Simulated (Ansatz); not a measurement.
The starting structures come from a database of crystals and need not be the phases stable at ambient conditions.

Data:

```
CELL_PARAMETERS angstrom
      3.65429     0.00000     0.00000
      0.00000     3.65429     0.00000
      1.82714     1.82714     2.58397
ATOMIC_POSITIONS crystal
  Be 0.00000 0.00000 0.00000
  Se 0.75000 0.25000 0.50000
```

Space group of this cell: F-43m, zinc blende. The cell is taken as given; by PBEsol its mean pressure is -1.7 GPa.

All values below come from PBEsol (plane waves, PAW; Ansatz, a program for electronic structure).

The current runs along the normal of the first two printed vectors; no spin-orbit coupling. Scaled by the factor s: both lengths across the current (ions clamped). Meshes 12×12×12 and 8×8 across the current in all rows.

```csv
s,mean pressure (GPa),slowest mid-gap decay constant κ (1/Å)
0.98,1.4,?
1.00,-1.7,0.224
1.02,-4.4,0.215
```

Task: Take the slope of the slowest mid-gap decay constant κ against ln s from the two given rows, extrapolate to s = 0.98, and say what the run there gives.

Result: Slope = (0.215 − 0.224) / ln 1.02 = -0.454 1/Å. The line gives 0.224 + (-0.454) × ln 0.98 = 0.233 1/Å. The run gives 0.233 1/Å, as the line does.
